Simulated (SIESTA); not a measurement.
# Worked example: self-consistent single point of ScIn (P4/mmm, 2 atoms in the cell) in SIESTA

Computed with GGA PBEsol, numerical atomic orbitals DZP, PseudoDojo PBEsol standard norm-conserving potentials (rewritten from UPF to PSML) in SIESTA.

Input:

```
# files in the folder: Sc.psml In.psml (PseudoDojo PBEsol standard)
SystemName  ScIn
SystemLabel siesta

NumberOfAtoms                2
NumberOfSpecies              2
%block ChemicalSpeciesLabel
  1 21 Sc
  2 49 In
%endblock ChemicalSpeciesLabel
LatticeConstant              1.0 Ang
%block LatticeVectors
     3.244142000    0.000000000    0.000000000
     0.000000000    3.244142000    0.000000000
     0.000000000    0.000000000    4.447188000
%endblock LatticeVectors
AtomicCoordinatesFormat      Bohr
%block AtomicCoordinatesAndAtomicSpecies
     0.000000000    0.000000000    0.000000000  1
     3.065269945    3.065269945    4.201983672  2
%endblock AtomicCoordinatesAndAtomicSpecies

XC.functional                GGA
XC.authors                   PBEsol
PAO.BasisSize                DZP
PAO.EnergyShift              0.01 Ry
MeshCutoff                   400 Ry
%block kgrid.MonkhorstPack
    8   0   0  0.0
    0   8   0  0.0
    0   0   6  0.0
%endblock kgrid.MonkhorstPack
OccupationFunction           MP
OccupationMPOrder            0
ElectronicTemperature        200.0 meV
Spin                         polarized
%block DM.InitSpin
  1 +1.00
  2 +0.00
%endblock DM.InitSpin

MaxSCFIterations             150
SCF.Mixer.Method             Pulay
SCF.Mixer.Weight             0.1
SCF.Mixer.History            6
SCF.DM.Tolerance             1.0E-05
Diag.ParallelOverK           true
WriteForces                  true
Charge.Mulliken              end
```

Output (repeated stretches shortened):

```
reinit: Reading from file input.fdf

reinit: System Name: ScIn
reinit: System Label: siesta

NOTE on units for spin output:
{S} is the spin magnetic moment, in units of the Bohr magneton,
assuming a g-factor for the electron spin of exactly 2.
The spin magnetic moment is then numerically equal to the charge inbalance,
in units of electrons, between the spin-up and -down channels.

coor:   Atomic-coordinates input format  =     Cartesian coordinates
coor:                                            (in Bohr units)

siesta: Atomic coordinates (Bohr) and species
siesta:      0.00000   0.00000   0.00000  1        1
siesta:      3.06527   3.06527   4.20198  2        2

siesta: System type = bulk

initatomlists: Number of atoms, orbitals, and projectors:      2    37    36

siesta: ******************** Simulation parameters ****************************
redata: Spin configuration                          = collinear
redata: Time-Reversal Symmetry                      = T
redata: Number of Atomic Species                    =        2
redata: Mesh Cutoff                                 =   400.0000 Ry
redata: Net charge of the system                    =     0.0000 |e|
redata: Min. number of SCF Iter                     =        0
redata: Max. number of SCF Iter                     =      150
redata: SCF convergence failure will abort job
redata: SCF mix quantity                            = Hamiltonian
redata: Mix DM or H after convergence               =   F
redata: Recompute H after scf cycle                 =   F
redata: Mix DM in first SCF step                    =   T
redata: No kicks to SCF
redata: DM Mixing Weight for Kicks                  =     0.5000
redata: Require Harris convergence for SCF          =   F
redata: Harris energy tolerance for SCF             =     0.000100 eV
redata: Require DM convergence for SCF              =   T
redata: DM tolerance for SCF                        =     0.000010
   [... lines left out ...]
diag: Used triangular part                          = Lower
diag: Absolute tolerance                            =  0.100E-15
diag: Orthogonalization factor                      =  0.100E-05
diag: Memory factor                                 =  1.0000

superc: Internal auxiliary supercell:     5 x     5 x     5  =     125
superc: Number of atoms, orbitals, and projectors:    250   4625   4500

                        Single-point calculation

superc: Internal auxiliary supercell:     5 x     5 x     5  =     125
superc: Number of atoms, orbitals, and projectors:    250   4625   4500

outcell: Unit cell vectors (Ang):
        3.244142    0.000000    0.000000
        0.000000    3.244142    0.000000
        0.000000    0.000000    4.447188

outcell: Cell vector modules (Ang)   :    3.244142    3.244142    4.447188
outcell: Cell angles (23,13,12) (deg):     90.0000     90.0000     90.0000
outcell: Cell volume (Ang**3)        :     46.8042
new_DM -- step:     1
Initializing Density Matrix...

Attempting to read DM from file... Failed...
DM filled with atomic data (user-defined):

InitMesh: MESH = 40 x 40 x 54 = 86400
InitMesh: Mesh cutoff (required, used) =   400.000   407.491 Ry

stepf: Methfessel-Paxton step function
       Using Hermite-Gauss polynomials of order  0
        iscf     Eharris(eV)        E_KS(eV)     FreeEng(eV)     dDmax    Ef(eV) dHmax(eV)
   scf:    1    -3112.711474    -3117.869651    -3117.902270  0.782270 -3.900785  4.105545
     spin moment: {S} , |S| = {        0.0        0.0    0.39888 }     0.39888
   scf:    2    -3118.315494    -3118.098479    -3118.131521  0.025005 -4.001938  3.304518
     spin moment: {S} , |S| = {        0.0        0.0    0.41134 }     0.41134
   scf:    3    -3118.782972    -3118.529172    -3118.565526  0.081296 -4.399020  1.275500
     spin moment: {S} , |S| = {        0.0        0.0    0.43420 }     0.43420
   scf:    4    -3118.254899    -3118.473187    -3118.504345  0.060424 -4.246456  1.760723
     spin moment: {S} , |S| = {        0.0        0.0    0.29852 }     0.29852
   scf:    5    -3118.518029    -3118.561594    -3118.597855  0.041620 -4.451412  0.572399
     spin moment: {S} , |S| = {        0.0        0.0    0.39533 }     0.39533
   scf:    6    -3118.533026    -3118.563846    -3118.596172  0.019622 -4.351977  0.591008
   [... lines left out ...]
   scf:   16    -3118.574797    -3118.574749    -3118.610517  0.000424 -4.400651  0.000899
     spin moment: {S} , |S| = {        0.0        0.0    0.26055 }     0.26055
   scf:   17    -3118.574690    -3118.574719    -3118.610517  0.000275 -4.400560  0.000185
     spin moment: {S} , |S| = {        0.0        0.0    0.25994 }     0.25994
   scf:   18    -3118.574712    -3118.574716    -3118.610517  0.000031 -4.400551  0.000145
     spin moment: {S} , |S| = {        0.0        0.0    0.25986 }     0.25986
   scf:   19    -3118.574684    -3118.574700    -3118.610517  0.000132 -4.400530  0.000048
     spin moment: {S} , |S| = {        0.0        0.0    0.25947 }     0.25947
   scf:   20    -3118.574692    -3118.574696    -3118.610517  0.000036 -4.400526  0.000033
     spin moment: {S} , |S| = {        0.0        0.0    0.25938 }     0.25938
   scf:   21    -3118.574694    -3118.574695    -3118.610517  0.000008 -4.400524  0.000029
     spin moment: {S} , |S| = {        0.0        0.0    0.25936 }     0.25936
SCF Convergence by DM+H criterion
max |DM_out - DM_in|         :     0.0000082652
max |H_out - H_in|      (eV) :     0.0000291962
SCF cycle converged after 21 iterations

Using DM_out to compute the final energy and forces

siesta: E_KS(eV) =            -3118.5747

siesta: E_KS - E_eggbox =     -3118.5747

siesta: Atomic forces (eV/Ang):
     1    0.000000    0.000000   -0.000000
     2   -0.000000   -0.000000    0.000000
   Tot    0.000000    0.000000    0.000000
   Max    0.000000
   Res    0.000000    sqrt( Sum f_i^2 / 3N )
   Max    0.000000    constrained

Stress tensor Voigt[x,y,z,yz,xz,xy] (kbar):       54.12       54.12       71.02        0.00        0.00       -0.00
(Free)E + p*V (eV/cell)    -3120.3561
Target enthalpy (eV/cell)    -3118.6105

siesta: Program's energy decomposition (eV):
siesta: Ebs     =      -535.076441
siesta: Eions   =      4218.002595
siesta: Ena     =       546.967824
siesta: Ekin    =      1613.786367
siesta: Enl     =      -337.117841
siesta: Eso     =         0.000000
siesta: Edftu   =         0.000000
siesta: DEna    =        32.351454
siesta: DUscf   =         0.757782
siesta: DUext   =         0.000000
siesta: Ex      =      -705.604681
siesta: Ec      =       -51.713004
siesta: Exc     =      -757.317685
siesta: Eharris =     -3118.574694
siesta: Etot    =     -3118.574695
siesta: FreeEng =     -3118.610517

siesta: Stress tensor (static) (eV/Ang**3):
siesta:     0.033778   -0.000000    0.000000
siesta:    -0.000000    0.033778    0.000000
siesta:     0.000000    0.000000    0.044329

siesta: Cell volume =         46.804240 Ang**3

siesta: Pressure (static):
siesta:                Solid            Molecule  Units
siesta:          -0.00040619         -0.00040619  Ry/Bohr**3
siesta:          -0.03729476         -0.03729476  eV/Ang**3
siesta:         -59.75279392        -59.75279481  kBar

mulliken: Atomic and Orbital Populations:

mulliken: Spin UP

Species: Sc
Atom  Qatom  Qorb
               3s      4s      4s      3py     3pz     3px     4py     4pz
               4px     3dxy    3dyz    3dz2    3dxz    3dx2-y2 3dxy    3dyz
               3dz2    3dxz    3dx2-y2
   [... lines left out ...]
               4dxy    4dyz    4dz2    4dxz    4dx2-y2 5dxy    5dyz    5dz2
               5dxz    5dx2-y2
   2  6.706   0.542   0.075   0.146   0.280   0.146   0.099   0.082   0.099
              0.996   0.990   1.004   0.990   1.002   0.027   0.042   0.051

              0.042   0.090

mulliken: Qtot =       12.130

mulliken: Spin DOWN

Species: Sc
Atom  Qatom  Qorb
               3s      4s      4s      3py     3pz     3px     4py     4pz
               4px     3dxy    3dyz    3dz2    3dxz    3dx2-y2 3dxy    3dyz
               3dz2    3dxz    3dx2-y2
   1  5.162   0.940   0.116   0.082   0.987   0.980   0.987   0.139   0.145
              0.139   0.135   0.197   0.079   0.197   0.083  -0.008  -0.019

              0.005  -0.019  -0.001

Species: In
Atom  Qatom  Qorb
               5s      5s      5py     5pz     5px     5py     5pz     5px
               4dxy    4dyz    4dz2    4dxz    4dx2-y2 5dxy    5dyz    5dz2
               5dxz    5dx2-y2
   2  6.708   0.554   0.073   0.142   0.261   0.142   0.105   0.101   0.105
              0.997   0.990   1.004   0.990   1.002   0.028   0.039   0.056

              0.039   0.084

mulliken: Qtot =       11.870

Mulliken Atomic Populations:
Atom #   charge [q] valence [e]      Sz [e]  Species
     1     0.413859   10.586141    0.261327  Sc
     2    -0.413859   13.413859   -0.001972  In
 Total     0.000000                0.259355
```

The run converged in 21 iterations.

The starting cell comes from a database of computed structures (which also holds hypothetical and non-ambient phases and stackings), without a prior relaxation at this level. Its lattice was rescaled by a random factor within 2.5 % of one. The magnetic order is the one reached from the typed start; others were not searched systematically. Values carry the incompleteness of an atom-centred basis. With a pressure of about -6 GPa the cell is away from its equilibrium volume at this level.

Cost on one core of a shared machine: roughly 3 min.
